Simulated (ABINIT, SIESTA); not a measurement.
A SIESTA input for a self-consistent single point of GaSb (F-43m, 2 atoms in the cell) (DFT, GGA PBE, numerical atomic orbitals DZP, PseudoDojo PBE standard norm-conserving potentials (rewritten from UPF to PSML)):

```
# files in the folder: Ga.psml Sb.psml (PseudoDojo PBE standard)
SystemName  GaSb
SystemLabel GaSb

NumberOfAtoms                2
NumberOfSpecies              2
%block ChemicalSpeciesLabel
  1 31 Ga
  2 51 Sb
%endblock ChemicalSpeciesLabel
LatticeConstant              4.313351 Ang
%block LatticeVectors
     0.000000000    0.707106841    0.707106841
     0.707106841    0.000000000    0.707106841
     0.707106841    0.707106841    0.000000000
%endblock LatticeVectors
AtomicCoordinatesFormat      Ang
%block AtomicCoordinatesAndAtomicSpecies
     0.000000000    0.000000000    0.000000000  1
     1.525000000    1.525000000    1.525000000  2
%endblock AtomicCoordinatesAndAtomicSpecies

XC.functional                GGA
XC.authors                   PBE
PAO.BasisSize                DZP
PAO.EnergyShift              0.01 Ry
MeshCutoff                   300 Ry
%block kgrid.MonkhorstPack
    8   0   0  0.0
    0   8   0  0.0
    0   0   8  0.0
%endblock kgrid.MonkhorstPack
OccupationFunction           FD
ElectronicTemperature        116.05 K

MaxSCFIterations             150
SCF.Mixer.Method             Pulay
SCF.Mixer.Weight             0.25
SCF.Mixer.History            6
SCF.DM.Tolerance             1.0E-04
Diag.ParallelOverK           true
WriteForces                  true
```

Task: Translate this input to ABINIT.

Result: One input that does it (others would too):

```
# GaSb, PseudoDojo nc-sr-05 PBE standard
pp_dirpath "./"
pseudos "Ga.upf, Sb.upf"
acell 4.3133513652 4.3133513652 4.3133513652 Angstrom
rprim
        -0.0000000000    0.7071067812    0.7071067812
         0.7071067812    0.0000000000    0.7071067812
         0.7071067812    0.7071067812   -0.0000000000
natom 2
ntypat 2
znucl 31 51
typat 1 2
xred
         0.0000000000    0.0000000000    0.0000000000
         0.2500000000    0.2500000000    0.2500000000
ecut 80 Ry
ixc 11
occopt 3
tsmear 0.01 eV
nband 19
kptopt 1
ngkpt 8 8 8
nshiftk 1
shiftk 0 0 0
nstep 80
toldfe 1.0e-09
prtwf 0
prtden 0
```

Basis settings and potentials, where a program has them, do not carry over. This input uses DFT, PBE, plane waves, norm-conserving pseudopotentials (PseudoDojo nc-sr-05 PBE standard). Both were run: pressure 3.36 GPa in SIESTA and 2.74 in ABINIT; gap on the mesh 0.102 eV in SIESTA and 0.092 in ABINIT.

On SIESTA: the starting cell has typed, rounded lattice constants, without a prior relaxation at this level. Spin-orbit coupling is off. Values carry the incompleteness of an atom-centred basis. With a pressure of about 3 GPa the cell is away from its equilibrium volume at this level.

On ABINIT: the starting cell has typed, rounded lattice constants, without a prior relaxation at this level. Spin-orbit coupling is off.
